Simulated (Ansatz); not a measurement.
The parent structure is TiAl (space group P4/mmm, No. 123; relaxed with 0.1 eV smearing).

```xyz
2
Lattice="2.7662 0.0000 0.0000 0.0000 2.7662 0.0000 0.0000 0.0000 4.0021" Properties=species:S:1:pos:R:3 pbc="T T T"
Ti     0.0000     0.0000     0.0000
Al     1.3831     1.3831     2.0010
```

Cartesian axes are those of the cell as printed.

Calculations: LDA, PAW, 420 eV (Ansatz, a quantum-chemistry and plane-wave program; scalar-relativistic without spin-orbit coupling).

Now apply this change: uniaxial strain ε_xx = −2.00 %, all other strain components held at zero, atoms relaxed at fixed cell.

Q: Predict the stress tensor and what it implies for the stiffness.

A: Stress of the strained cell less that of the base (GPa, compression positive):
```
    4.5     0.0     0.0
    0.0     1.4     0.0
    0.0     0.0     2.1
```

Then −Δσ_ii/ε with ε = -0.0200 gives secant stiffness values (nonlinear terms included at this strain): C11 ≈ 227 GPa, C12 ≈ 72 GPa and C13 ≈ 104 GPa.

As a check, the harmonic strain energy −½ V₀ Δσ:ε is 4.3 meV/atom; the computed energy rise is 4.3 meV/atom.

No phonon test of stability was made. The final runs are not spin-polarised.
